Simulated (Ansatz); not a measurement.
Given:

End structure of a constructed model of the (111) surface of fcc Ir, a pseudomorphic layer of Au in the host's stacking (bottom of the slab: a bare face, its two planes held):

```yaml
crystal:
  lattice:
    - [2.73720, 0.00000, 0.00000]
    - [-1.36860, 2.37048, 0.00000]
    - [0.00000, 0.00000, 30.00000]
  atoms:
    - { symbol: Ir, position: [0.33333, 0.66667, 0.27343] }
    - { symbol: Ir, position: [0.66667, 0.33333, 0.34793] }
    - { symbol: Ir, position: [0.00000, 0.00000, 0.42175] }
    - { symbol: Ir, position: [0.33333, 0.66667, 0.49664] }
    - { symbol: Ir, position: [0.66667, 0.33333, 0.57098] }
    - { symbol: Ir, position: [0.00000, 0.00000, 0.64381] }
    - { symbol: Au, position: [0.33333, 0.66667, 0.72714] }
```

Slab: 7 atoms, 13.6 Å thick at the start with caps and adatoms (thin: gaps and levels are the slab's own); k 16x16x1, smearing 0.1 eV, dipole-corrected; 2 atoms held, the rest relaxed; held to the start's symmetry, so lower structures may exist; no spin, no spin-orbit, no U. In PBE it is, or lies within 0.01 eV a 1x1 cell of, the lowest of the 2 structures of its composition computed so far; subsurface sites and larger cells were not tried.

**Question.** Predict the work function of the top face from PBE in Ansatz (a first-principles code).

**Answer.** 5.31 eV
